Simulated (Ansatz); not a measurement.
The parent structure is MgS in the rock salt structure (space group Fm-3m, No. 225).

```
CELL_PARAMETERS angstrom
      0.00000     2.60152     2.60152
      2.60152     0.00000     2.60152
      2.60152     2.60152     0.00000
ATOMIC_POSITIONS crystal
  Mg 0.00000 0.00000 0.00000
  S  0.50000 0.50000 0.50000
```

Cartesian axes are those of the cell as printed.

All numbers come from r2SCAN/PAW in Ansatz (a program for electronic structure), spin-orbit coupling left out.

For the base:

| Quantity | Result |
|---|---|
| Valence-band top at Γ | 0.00, 0.00, 0.00 eV |

Modification: tensor shear ε_xy = +1.14 % (engineering shear γ = 0.0228), atoms relaxed at fixed cell.

Problem. What does the calculation give for the valence-band top at Γ after the change?

Solution. The valence-band top at Γ (three highest levels, from the VBM) changes from 0.00, 0.00, 0.00 eV to 0.00, -0.11, -0.22 eV.

Problem. What does the calculation give for the energy relative to the base after the change?

Solution. The energy increases by 1.7 meV/atom.

Problem. How does this affect the stress?

Solution. The stress (xx, yy, zz, yz, xz, xy; compression positive) comes out as (0.03, 0.03, -0.02, 0.00, 0.00, -1.38) GPa.

The levels and masses belong to the bands next to the band gap. The cells carry an imposed strain or load. Whether these cells are dynamically stable was not tested.
